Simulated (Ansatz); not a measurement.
## Converging the k-point mesh at a smearing width of 0.3 eV: CaHg (P4mm, 2 atoms in the cell)

```
CELL_PARAMETERS angstrom
      3.77342     0.00000     0.00000
      0.00000     3.77342     0.00000
      0.00000     0.00000     3.77342
ATOMIC_POSITIONS crystal
  Ca 0.00000 0.00000 0.01325
  Hg 0.50000 0.50000 0.50000
```

Method of the run: PBEsol, default PAW files made with PBE (plane waves; Ansatz, a quantum-chemistry and plane-wave program).

Base settings: basis.ecutwfc = 30.9 Ry; kpoints.mp_grid.grid = 9 9 9; hamiltonian.xc = pbesol; hamiltonian.pseudopotentials = {kind: paw} (the program's default PAW files); scf.occupations.method = gaussian; scf.occupations.width = 0.0073 Ry.

In this ladder: scf.occupations.width = 0.022 Ry.

Only quantities that move along the ladder and can be compared are tabulated.

The count of work is k-points × plane waves × bands × iterations; it is no time. 

The starting cell comes from a database of computed structures (which also holds hypothetical and non-ambient phases and stackings), without a prior relaxation at this level. Its lattice was rescaled by up to half a per cent. One atom was moved a little off its site on purpose. Ansatz's pressure includes its estimate of the finite-basis (Pulay) stress.

Steps (kpoints.mp_grid.grid): 3 3 3; 4 4 4; 5 5 5; 6 6 6; 7 7 7; 8 8 8; 10 10 10; 12 12 12; 14 14 14; 17 17 17; 21 21 21.

What is the coarsest kpoints.mp_grid.grid that holds the free energy within 0.5 meV/atom of the last step, with all finer ones?

14 14 14, at 0.40 of the last step's count of work; the step before is off by 0.90 meV/atom.

What is the coarsest kpoints.mp_grid.grid that holds the pressure within 0.5 GPa of the last step, with all finer ones?

4 4 4, at 0.025 of the last step's count of work; the step before is off by 2.1 GPa.

```csv
kpoints.mp_grid.grid,free energy less the last step's (meV/atom),pressure (GPa),count of work / last
3 3 3,261.37,0.49,0.0083
4 4 4,20.61,-1.42,0.025
5 5 5,-15.95,-1.75,0.025
6 6 6,3.72,-1.28,0.055
7 7 7,2.12,-1.52,0.055
8 8 8,4.78,-1.67,0.10
10 10 10,-2.38,-1.55,0.17
12 12 12,0.90,-1.58,0.27
14 14 14,-0.10,-1.54,0.40
17 17 17,-0.13,-1.57,0.56
21 21 21,0.00,-1.57,1.0
```

Keys are those of Ansatz 0.2.
